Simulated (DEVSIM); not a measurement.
Device: Au/SiON/p-Ge capacitor, at 450 K.

Layer 1 from the left is SiON, thickness (nm) 2.30. Layer 2 from the left is Ge, thickness (nm) 440, Na (cm⁻³) 1.8e18.

Metal gate on the left, work function 5.1 eV. Fixed charge at the semiconductor interface -3.7e11 cm⁻² (in units of +e); no interface traps.

Constants are typed, rounded textbook-type inputs, not results; the design itself was drawn at random and stands for no fabricated device. Values at 300 K; Nc and Nv go as T^1.5, mobilities as T to minus their exponent, the gap by Varshni's rule with the affinity fixed.

SiON: gap (eV) 7, affinity (eV) 1.4, permittivity 5.5. Ge: gap (eV) 0.664, affinity (eV) 4, permittivity 16, Nc (cm⁻³) 1.04e19, Nv (cm⁻³) 6e18, Varshni α (eV/K) 0.000477, Varshni β (K) 235.

Question: Estimate by hand the flat-band voltage, the threshold voltage, and compare with a numerical solution.

Answer: 
- Flat-band voltage: C = 2.12 μF/cm², work-function difference 0.567 V; VFB = φms − qNf/C = 0.60 V; numerical 0.59 V.
- Threshold voltage: φF = 0.221 V, depletion charge √(4εqNφF) = 6.01e-7 C/cm²; VT = VFB + 2φF + Qd/C = 1.32 V; numerical 1.32 V.

DEVSIM, 1D Poisson equation in equilibrium, Boltzmann statistics, complete ionisation; no quantum confinement or tunnelling. Metal contacts follow the ideal Schottky-Mott rule: no Fermi-level pinning, no interface dipoles.
